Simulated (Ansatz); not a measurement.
The reference is GaAs in the zinc blende structure (space group F-43m, No. 216; a = 5.659 Å). Axes: x, y, z lie along the cube axes.

Method: PBEsol (Ansatz, an electronic-structure program, PAW, spin-orbit coupling left out).

Strains are applied to the cell and any free atomic positions relax; under biaxial strain the out-of-plane vector relaxes too.

One change was made to it. Results:

The band gap increases by 0.06 eV (0.42 eV → 0.48 eV); the energy goes up by 1.5 meV/atom.

Task: Which change produced these results?
A. isotropic strain −4.65 %
B. biaxial strain +2.57 %, plane normal [001], relaxed out of plane
C. uniaxial strain ε_xx = −2.65 %
D. biaxial strain −0.80 %, plane normal [111], relaxed out of plane

Result: D, biaxial strain −0.80 %, plane normal [111], relaxed out of plane. For comparison, the energy relative to the base in the other runs: uniaxial strain ε_xx = −2.65 % gives +5.6 meV/atom; biaxial strain +2.57 %, plane normal [001], relaxed out of plane gives +10 meV/atom; isotropic strain −4.65 % gives +113 meV/atom.

Whether these cells are dynamically stable was not tested. The final runs are not spin-polarised. A zero or small gap of GaAs under biaxial strain +2.57 %, plane normal [001], relaxed out of plane can be the functional's error rather than a property of the material.
